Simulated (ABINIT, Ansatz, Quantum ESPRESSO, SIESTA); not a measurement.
RbNO₃ (R32, 5 atoms in the cell) computed with different codes at matched settings

Self-consistent single point.

```
CELL_PARAMETERS angstrom
      3.11148     1.79641     3.11782
     -3.11148     1.79641     3.11782
      0.00000    -3.59282     3.11782
ATOMIC_POSITIONS crystal
  Rb 0.50000 0.50000 0.50000
  N  0.00000 0.00000 0.00000
  O  0.00000 0.79343 0.20657
  O  0.20657 0.00000 0.79343
  O  0.79343 0.20657 0.00000
```

Shared settings, as Ansatz (a program for electronic structure) writes them: kpoints.mp_grid.grid = 5 5 5; magnetization.spin_orbit = true; scf.occupations.method = fixed. Potentials and cutoffs stand in the table.

```json
[
 {"code": "SIESTA", "model": "GGA PBEsol with spin-orbit coupling, numerical atomic orbitals TZP, PseudoDojo PBEsol fully relativistic norm-conserving potentials (rewritten from UPF to PSML)", "pressure (GPa)": "–", "largest force (eV/Å)": "0.886", "gap on the mesh (eV)": "2.877", "cutoff": "grid 350 Ry"},
 {"code": "Quantum ESPRESSO", "model": "PBEsol, spin-orbit coupling, PseudoDojo fully relativistic norm-conserving (PBESOL) pseudopotentials", "pressure (GPa)": "-4.25", "largest force (eV/Å)": "1.539", "gap on the mesh (eV)": "2.931", "cutoff": "85 Ry"},
 {"code": "Ansatz", "model": "PBEsol with spin-orbit coupling, PAW files made with PBE", "pressure (GPa)": "-4.71", "largest force (eV/Å)": "1.630", "gap on the mesh (eV)": "2.967", "cutoff": "420 eV"},
 {"code": "ABINIT", "model": "PBEsol, spin-orbit coupling, norm-conserving pseudopotentials (PseudoDojo nc-fr-04 PBEsol standard)", "pressure (GPa)": "-4.26", "largest force (eV/Å)": "1.539", "gap on the mesh (eV)": "2.931", "cutoff": "84 Ry"}
]
```

A dash marks a value that a program does not give, or that is left out as unsure.

Gaps are read on the mesh.

The spread over the programs that give each value: pressure within 0.46 GPa; largest force within 0.744 eV/Å; gap on the mesh within 0.090 eV.

SIESTA uses small atom-centred bases, whose incompleteness enters pressures, forces and empty levels differently from a plane-wave cutoff. Ansatz's pressure is given at a fixed set of plane waves, as the other plane-wave codes print theirs; with its correction for the finite basis it is -4.42 GPa (the shift of 0.29 GPa shows how far the cutoff is from converged). In the force vectors, SIESTA (by 0.653) and Ansatz (by 0.091) lie more than 0.08 eV/Å from the median of the plane-wave programs.

The starting cell comes from a database of computed structures (which also holds hypothetical and non-ambient phases and stackings), without a prior relaxation at this level. Its lattice was rescaled by a random factor within 2.5 % of one.

Keys are those of Ansatz 0.2.
